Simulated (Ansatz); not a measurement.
**A short convergence ladder for LuBRh₃ (P4mm, 5 atoms in the cell)**

```
LuBRh3
1.0
    4.15822     0.00000     0.00000
    0.00000     4.15822     0.00000
    0.00000     0.00000     4.15822
Lu B Rh
1 1 3
Direct
  0.00000   0.00000   0.01202
  0.50000   0.50000   0.50000
  0.00000   0.50000   0.50000
  0.50000   0.00000   0.50000
  0.50000   0.50000   0.00000
```

Base method: PBEsol, default PAW files made with PBE (plane waves; Ansatz, an electronic-structure program).

Base settings: basis.ecutwfc = 30.9 Ry; kpoints.mp_grid.grid = 7 7 7; hamiltonian.xc = pbesol; hamiltonian.pseudopotentials = {kind: paw} (the program's default PAW files); scf.occupations.method = gaussian; scf.occupations.width = 0.0073 Ry.

The count of work is k-points × plane waves × bands × iterations; it is no time. Core times come from one kind of shared machine, to one figure; runs under 30 s give none.

**The cutoff for other potential files**

Level: DFT, PBEsol, plane waves, harder PAW files (source: ansatz) made with PBE.

In this ladder: hamiltonian.pseudopotentials = {kind: paw, source: ansatz}.

The second cell is the first with its lattice scaled by 0.98.

The mesh stays at the base's, so the ladder's end is converged at best in this setting alone.

The first pressure column holds Ansatz's estimate of the finite-basis (Pulay) stress, which hides part of the cutoff error; the other is without it.

Only quantities that move along the ladder and can be compared are tabulated.

```csv
basis.ecutwfc,free energy less the last step's (meV/atom),energy of the compressed cell less the first (meV/atom),pressure (GPa),pressure without the Pulay estimate (GPa),largest difference of a force vector from the last step's (eV/Å),count of work / last,core time / last (rough)
23.5 Ry,8889.65,78.63,8.73,-683.17,0.060,0.11,–
28.7 Ry,953.20,9.93,-5.03,-92.33,0.006,0.14,–
36.4 Ry,29.31,5.21,-5.17,-8.98,0.001,0.21,0.2
44.5 Ry,1.38,5.02,-5.20,-5.26,0.000,0.28,0.3
52.2 Ry,0.81,4.98,-5.20,-5.22,0.000,0.35,0.4
62.5 Ry,0.41,4.96,-5.21,-5.22,0.000,0.45,0.4
78.3 Ry,0.21,4.95,-5.21,-5.21,0.000,0.65,0.6
104.4 Ry,0.00,4.94,-5.21,-5.21,0.000,1.0,1
```

Coarsest basis.ecutwfc that holds the free energy within 5 meV/atom of the last step, with all finer ones: 44.5 Ry, at 0.28 of the last step's count of work and about 0.3 of the last step's time; the step before is off by 29 meV/atom.

Coarsest basis.ecutwfc that holds the forces within 0.02 eV/Å of the last step, with all finer ones: 28.7 Ry, at 0.14 of the last step's count of work; the step before is off by 0.060 eV/Å.

Coarsest basis.ecutwfc that holds the energy of the compressed cell less the first within 1 meV/atom of the last step, with all finer ones: 36.4 Ry, at 0.21 of the last step's count of work and about 0.2 of the last step's time; the step before is off by 5.0 meV/atom.

The energy difference between the two cells stays within 1 meV/atom of the last step's from 36.4 Ry on, the total only from 52.2 Ry on: much of the error is common to both cells and cancels.

At the lowest cutoff the pressure without the Pulay estimate lies 678 GPa under the last step's, the usual sign of Pulay stress in an incomplete plane-wave basis.

On the base run: the starting cell comes from a database of computed structures (which also holds hypothetical and non-ambient phases and stackings), without a prior relaxation at this level. Its lattice was rescaled by up to half a per cent. One atom was moved a little off its site on purpose. Spin polarisation is off. In the base run, with a pressure of about -5 GPa the cell is away from its equilibrium volume at this level.

Keys are those of Ansatz 0.2.
